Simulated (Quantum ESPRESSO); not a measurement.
Input and output of a self-consistent single point for TaMo₂C₃ (P-3m1, 6 atoms in the cell) (Quantum ESPRESSO).

Computed with PBEsol, GBRV 1.5 ultrasoft (PBESOL) pseudopotentials (plane waves; Quantum ESPRESSO).

```xyz
6
Lattice="3.1166 0.0000 0.0000 -1.5583 2.6991 0.0000 0.0000 0.0000 7.6863" Properties=species:S:1:pos:R:3 pbc="T T T"
Ta     0.0000     0.0000     0.0000
Mo     0.0000     1.7994     5.1439
Mo     1.5583     0.8997     2.5424
C      0.0000     0.0000     3.8432
C      0.0000     1.7994     1.2907
C      1.5583     0.8997     6.3956
```

Reference input (self-consistent single point, DFT, PBEsol, plane waves, GBRV 1.5 ultrasoft (PBESOL) pseudopotentials): ecutwfc = 40 Ry; ecutrho = 320 Ry; occupations = smearing; smearing = methfessel-paxton; degauss = 0.0099958 Ry; potentials = {Ta: ta_pbesol_v1.uspp.F.UPF, Mo: mo_pbesol_v1.uspp.F.UPF, C: c_pbesol_v1.2.uspp.F.UPF}; K_POINTS = automatic 12 12 4 0 0 0; conv_thr = 1e-10 Ry. This run's input differs from it in these lines:

```diff
@@ -18,2 +18,3 @@
  degauss = 0.0099958
+ nbnd = 29
 /
```

The program printed (abridged):

```
     Self-consistent Calculation

     iteration #  1     ecut=    40.00 Ry     beta= 0.70

---- Real-time Memory Report at c_bands before calling an iterative solver
           297 MiB given to the printing process from OS
           100 MiB allocation reported by mallinfo(arena+hblkhd)
------------------

     negative rho (up, down):  9.679E-02 0.000E+00

     total energy              =    -454.12921873 Ry
     estimated scf accuracy    <       1.48316516 Ry

     iteration #  2     ecut=    40.00 Ry     beta= 0.70

---- Real-time Memory Report at c_bands before calling an iterative solver
   [... lines left out ...]
           394 MiB given to the printing process from OS
           145 MiB allocation reported by mallinfo(arena+hblkhd)
------------------

     negative rho (up, down):  9.906E-02 0.000E+00

     total energy              =    -454.92581055 Ry
     estimated scf accuracy    <          3.5E-09 Ry

     iteration # 18     ecut=    40.00 Ry     beta= 0.70

---- Real-time Memory Report at c_bands before calling an iterative solver
           394 MiB given to the printing process from OS
           145 MiB allocation reported by mallinfo(arena+hblkhd)
------------------

     negative rho (up, down):  9.906E-02 0.000E+00
     End of self-consistent calculation

     the Fermi energy is    19.8544 ev

!    total energy              =    -454.92581055 Ry
     estimated scf accuracy    <          2.0E-12 Ry
     smearing contrib. (-TS)   =       0.00012380 Ry
     internal energy E=F+TS    =    -454.92593435 Ry

     convergence has been achieved in  18 iterations

     negative rho (up, down):  9.906E-02 0.000E+00

     Forces acting on atoms (cartesian axes, Ry/au):

     atom    1 type  1   force =    -0.00000000    0.00000000    0.00000000
     atom    2 type  2   force =     0.00000000   -0.00000000    0.00673587
     atom    3 type  2   force =    -0.00000000    0.00000000   -0.00673587
     atom    4 type  3   force =     0.00000000   -0.00000000    0.00000000
     atom    5 type  3   force =     0.00000000    0.00000000    0.00430320
   [... lines left out ...]
     Total force =     0.011304     Total SCF correction =     0.000010
   [... lines left out ...]

     negative rho (up, down):  9.906E-02 0.000E+00
          total   stress  (Ry/bohr**3)                   (kbar)     P=     -119.35
  -0.00082404   0.00000000   0.00000000         -121.22        0.00        0.00
   0.00000000  -0.00082404   0.00000000            0.00     -121.22        0.00
   0.00000000  -0.00000000  -0.00078595            0.00       -0.00     -115.62

   JOB DONE.
```

The run converged in 18 iterations. Against the reference run the free energy is nearly the same (within 1 meV/atom), the pressure stays at -11.94 GPa and the largest force goes from 0.180 to 0.173 eV/Å. The full log also holds: “c_bands:  2 eigenvalues not converged”.

The starting cell comes from a database of computed structures (which also holds hypothetical and non-ambient phases and stackings), without a prior relaxation at this level. Spin-orbit coupling is off. Spin polarisation is off. With a pressure of about -12 GPa the cell is away from its equilibrium volume at this level.

Cost on one core of a shared machine: roughly 2 min.
